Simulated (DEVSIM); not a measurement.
System: abrupt GaAs n-p junction, at 400 K.

Layer 1 from the left is GaAs, thickness (μm) 0.130, Nd (cm⁻³) 1.4e16, τn (s) 9.8e-9, τp (s) 9.8e-9. Layer 2 from the left is GaAs, thickness (μm) 0.430, Na (cm⁻³) 1.5e16, τn (s) 9.8e-9, τp (s) 9.8e-9.

Left contact: ohmic. Right contact: ohmic. Voltage is applied to the left contact. Recombination: SRH at mid-gap, radiative, Auger. Mobility is μmin + (μ − μmin)/(1 + (N/Nref)^α).

Constants are typed, rounded textbook-type inputs, not results; the design itself was drawn at random and stands for no fabricated device. Values at 300 K; Nc and Nv go as T^1.5, mobilities as T to minus their exponent, the gap by Varshni's rule with the affinity fixed.

GaAs: gap (eV) 1.424, affinity (eV) 4.07, permittivity 12.9, Nc (cm⁻³) 4.7e17, Nv (cm⁻³) 9e18, μn (cm²/Vs) 8500, μp (cm²/Vs) 400, μn,min 500, μp,min 20, Nref,n 6e16, Nref,p 1.5e17, αn 0.39, αp 0.38, T exponent of μn 2.1, T exponent of μp 2.2, B (cm³/s) 2e-10, Cn (cm⁶/s) 1e-30, Cp (cm⁶/s) 1e-30, Varshni α (eV/K) 0.000541, Varshni β (K) 204.

Model (solved in DEVSIM): 1D drift-diffusion, Boltzmann statistics, complete ionisation; no tunnelling, impact ionisation, image-force lowering or self-heating.

Problem. What does the simulation give for the dark forward voltage at 1 A/cm², the potential step across the device at zero bias?

Solution. dark forward voltage at 1 A/cm² 0.686 V; potential step across the device at zero bias 1.006 V.
